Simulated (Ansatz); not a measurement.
Data:

```
Cu6TaVS8
1.0
    7.59967     0.00000     0.00000
    0.00000     7.59967     0.00000
    0.00000     0.00000     5.37790
Ta V Cu S
1 1 6 8
Direct
  0.00000   0.00000   0.00000
  0.50000   0.50000   0.00000
  0.25373   0.74627   0.00000
  0.74627   0.74627   0.00000
  0.74627   0.25373   0.00000
  0.25373   0.25373   0.00000
  0.00000   0.00000   0.50000
  0.50000   0.50000   0.50000
  0.50000   0.26415   0.76236
  0.26415   0.50000   0.23764
  0.50000   0.73585   0.76236
  0.73585   0.50000   0.23764
  0.00000   0.75196   0.75374
  0.75196   0.00000   0.24626
  0.00000   0.24804   0.75374
  0.24804   0.00000   0.24626
```

Calculation: PBEsol, rigid bands (plane waves, PAW, scalar-relativistic; Ansatz, a program for electronic structure). Cell: cell and atoms relaxed with PBEsol.

Problem. What conductivity effective mass do dilute electrons have at 300 K?

Solution. 1.81 (x), 1.81 (y), 1.70 (z) mₑ.

Problem. And the band gap?

Solution. 1.16 eV at this level; semilocal functionals usually fall short of the measured gap.

Rigid bands, one relaxation time for all states, no polarons. Spin-orbit coupling is left out; where it splits the top of the valence band it changes the hole mass and lowers the gap by about a third of the splitting.

Computed structure with no diffraction record at hand here (it may be known, metastable or hypothetical): TaVCu6S8 (P-4m2). Treated as nonmagnetic, magnetic states not searched for: TaVCu6S8 (P-4m2).
